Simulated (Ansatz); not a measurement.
PbS: energy against volume

PbS (rock salt, Fm-3m, 27.120 Å³/atom and stress up to 0.01 GPa in the relaxed cell, cube axes along x, y and z) under an equal strain ε along all three axes. PBE in Ansatz, a plane-wave DFT program (PAW, default set), 420 eV, 10×10×10 Γ-centred mesh, Fermi-Dirac smearing 0.05 eV; ions are relaxed, or left where forces stay under 0.02 eV/Å, within the symmetry of each cell.

Here V stands for volume and E for E less E0.

```csv
volume (Å³/atom),E less E0 (meV/atom),pressure (GPa)
25.5255,17.24,3.65
25.9182,9.54,2.64
26.3149,4.17,1.70
26.7157,1.02,0.82
27.1204,0.00,0.00
27.5293,0.98,-0.77
27.9422,3.88,-1.48
28.3593,8.60,-2.14
28.7804,15.05,-2.76
29.6352,?,?
```

Taking the third-order Birch-Murnaghan form, a cubic in V^(-2/3) for E over the 9 complete rows: With u = V^(-2/3) - 0.1108, the rows have u = 0.0045499, 0.0033818, 0.0022313, 0.0010980, -0.0000180, -0.0011177, -0.0022009, -0.0032683, -0.0043198. Least squares gives E = -0.003 + 34.5·u + 819905·u² + 1208957·u³. Residuals (row less fit): -0.001, 0.003, 0.001, -0.005, 0.003, -0.001, 0.000, 0.000, 0.000; standard error 0.003 (degrees of freedom: 5). Its minimum lies at u = -0.0000210, so V0 = (0.1107790)^(-3/2) = 27.12. There d²E/du² = 1640000 and d³E/du³ = 7254000, so B0 = (4/9) × 27.12^(-7/3) × 1640000 × 0.160218 = 52.8 GPa (the last factor turns the table's units into GPa), and B0' = 4 + (2/3) × 0.1107790 × (7254000)/1640000 = 4.3. B0' rests on the cubic coefficient alone and has a standard error of 0.1 from these residuals.

### Question
What does the fit predict for E at V = 29.6352, and how far is the calculated value from it?

### Answer
u = -0.0063773, so E = -0.003 + 34.5 × (-0.0063773) + 819905 × (-0.0063773)² + 1208957 × (-0.0063773)³ = 32.809 meV/atom. The calculation gives 32.78 meV/atom, 0.029 meV/atom below the prediction (0.1 % of the range of E in the table). The row lies outside the fitted rows, so this is an extrapolation. The scatter of the fitted rows lies at the last printed digit.

Spin-orbit coupling is left out, which can shift these values for the heavy elements here. Other structures, which can take over under pressure, weren't tried. The same form fitted to the pressure column gives B0' = 4.3; series where the two differ by over 0.4 aren't shown. Rows are the converged runs of the series near zero and its far end, less any whose ions stayed unrelaxed beside relaxed ones; series whose fitted rows scatter by over a few per cent of the range, as at a crossing or softening among them, aren't shown in this form.
